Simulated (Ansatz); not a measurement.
# Response to strain in hypothetical zinc blende LaN

Take LaN in the zinc blende structure (space group F-43m, No. 216; a = 5.6127 Å; a hypothetical phase, not in the database extracts checked) as the base. Axes: x, y, z lie along the cube axes.

Strains are applied to the cell and any free atomic positions relax; under biaxial strain the out-of-plane vector relaxes too.

Calculations: PBE in Ansatz (plane waves to 420 eV, PAW, no spin-orbit coupling).

Notes on the quantities. energy relative to the base: free energy F.

```json
[
 {"change": "base", "volume per atom": "22.10 Å³", "gap character": "indirect, X → Γ", "band gap": "1.17 eV", "smallest direct gap": "2.25 eV", "energy relative to the base": "0 meV/atom"},
 {"change": "biaxial strain −2.90 %, plane normal [001], relaxed out of plane", "volume per atom": "21.72 Å³", "gap character": "indirect, X → Γ", "band gap": "1.13 eV", "smallest direct gap": "2.10 eV", "energy relative to the base": "+7.3 meV/atom"},
 {"change": "biaxial strain +0.53 %, plane normal [111], relaxed out of plane", "volume per atom": "22.22 Å³", "gap character": "indirect, F → Γ", "band gap": "1.16 eV", "smallest direct gap": "2.24 eV", "energy relative to the base": "+0.5 meV/atom"},
 {"change": "isotropic strain −4.23 %", "volume per atom": "19.41 Å³", "gap character": "indirect, X → Γ", "band gap": "1.21 eV", "smallest direct gap": "2.45 eV", "energy relative to the base": "+107 meV/atom"},
 {"change": "isotropic strain +4.73 %", "volume per atom": "25.39 Å³", "gap character": "indirect, X → Γ", "band gap": "1.05 eV", "smallest direct gap": "2.04 eV", "energy relative to the base": "+106 meV/atom"},
 {"change": "tensor shear ε_yz = −1.06 %", "volume per atom": "22.10 Å³", "gap character": "indirect, X → Γ", "band gap": "1.15 eV", "smallest direct gap": "2.23 eV", "energy relative to the base": "+1.0 meV/atom"},
 {"change": "tensor shear ε_xy = +3.09 %", "volume per atom": "22.08 Å³", "gap character": "indirect, X → Γ", "band gap": "1.13 eV", "smallest direct gap": "2.19 eV", "energy relative to the base": "+8.3 meV/atom"}
]
```

Whether these cells are dynamically stable was not tested. Labels are those of the standard path for the cell's own space group.

Ansatz is a quantum-chemistry and plane-wave program.
